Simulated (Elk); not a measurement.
Band structure of SnAs (Fm-3m, 2 atoms in the cell).

```
SnAs
1.0
    0.00000     2.87687     2.87687
    2.87687     0.00000     2.87687
    2.87687     2.87687     0.00000
Sn As
1 1
Direct
  0.50000   0.50000   0.50000
  0.00000   0.00000   0.00000
```

Level of theory: Elk 10.2.4 with PBEsol, all-electron FP-LAPW, Elk's shipped species files, APW+lo basis with extra local orbitals.

Settings: xctype = 22; rgkmax = 8; stype = 0; swidth = 0.00734986 Ha; ngridk = 10 10 10; gmaxvr = 18 1/bohr; lmaxapw = 10; lmaxo = 8; nxlo = 2; lorbcnd = true; lradstp = 2; nrmtscf = 2; lmaxi = 4; maxscl = 100.

The starting cell comes from a database of computed structures (which also holds hypothetical and non-ambient phases and stackings), without a prior relaxation at this level. Values depend on the basis (sphere radii, cutoffs, local orbitals), which need not be converged. The run gives no clean gap (levels at the Fermi energy touch, overlap or are partly filled at this smearing), which alone does not show that the compound is a metal.

Levels in eV from the Fermi level, bands 15 to 22:
```json
[
 {"point": "Γ", "15": "-2.85", "16": "-1.12", "17": "-1.12", "18": "-1.12", "19": "5.34", "20": "5.34", "21": "5.34", "22": "5.95"},
 {"point": "X", "15": "-5.79", "16": "-5.62", "17": "-3.30", "18": "-3.30", "19": "2.67", "20": "7.35", "21": "7.35", "22": "8.83"},
 {"point": "W", "15": "-7.09", "16": "-4.81", "17": "-4.81", "18": "0.82", "19": "2.07", "20": "5.88", "21": "5.88", "22": "8.64"},
 {"point": "K", "15": "-7.21", "16": "-5.27", "17": "-2.67", "18": "-1.86", "19": "4.44", "20": "4.91", "21": "6.00", "22": "7.57"},
 {"point": "L", "15": "-8.48", "16": "-0.65", "17": "-0.65", "18": "0.76", "19": "1.30", "20": "1.30", "21": "2.24", "22": "9.63"},
 {"point": "U", "15": "-7.21", "16": "-5.27", "17": "-2.67", "18": "-1.86", "19": "4.44", "20": "4.91", "21": "6.00", "22": "7.57"}
]
```

Bands cross the Fermi level along this path, so the cell is metallic at this level.
